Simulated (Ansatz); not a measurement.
# Defect calculation: Mg interstitial in bulk 2H MoS2

Calculation: PBE-D3(BJ), PAW (plane waves to 420 eV; Ansatz, a program for electronic structure). A 3×3×1 supercell of 54 sites was used; the energies come from a 3×3×2 Γ-centred sampling of its zone. Site at the start: void with 6S nearest. Charged cells carry a point-charge image correction with potential alignment at far atoms. Dielectric constants: PBE linear response of the host. Host gap at this level: 0.77 eV. Finite-size and sampling errors can reach tenths of an eV here. The semilocal functional narrows the gap, so deep levels can fall outside it. Spin–orbit coupling is left out. Each state is the lowest found from its start.

The name describes the start; the neighbours show where the atoms ended.

Charges from +2 to 0 were run; one beyond them could lie lower near a band edge.

```json
[
 {"charge": "+2", "moment (μB)": "not spin-polarised", "point group": "D3d", "largest move off a lattice site (Å)": "0.11", "neighbours of the last Mg atom of the defect at the end (Å)": "S 2.42, S 2.42, S 2.42, S 2.43, S 2.43, S 2.43", "image correction with alignment (eV)": "0.72"},
 {"charge": "+1†", "moment (μB)": "quenched", "point group": "–", "largest move off a lattice site (Å)": "0.11", "neighbours of the last Mg atom of the defect at the end (Å)": "S 2.42, S 2.42, S 2.42, S 2.42, S 2.42, S 2.42", "image correction with alignment (eV)": "0.32"},
 {"charge": "0†", "moment (μB)": "not spin-polarised", "point group": "–", "largest move off a lattice site (Å)": "0.10", "neighbours of the last Mg atom of the defect at the end (Å)": "S 2.42, S 2.42, S 2.42, S 2.42, S 2.42, S 2.42", "image correction with alignment (eV)": "0.00"}
]
```

† Not settled in this cell, so no level is given: charge +1: a level filled in part, carriers not clearly localised; charge 0: a level filled in part, carriers not clearly localised, level within 0.1 eV of a band edge or past it.

Point groups are those of the whole cell at tolerances of 0.03 and 0.1 Å ("near" where only the looser one holds); none is given for unsettled states.

Starting moments that weren't kept: charge +1 began with 1 μB and ended with 0.0.

Flagged in the runs: a doubtful potential alignment, a host whose relaxation on this sampling wasn't shown to rest, a strain field that reaches the edge of the cell.
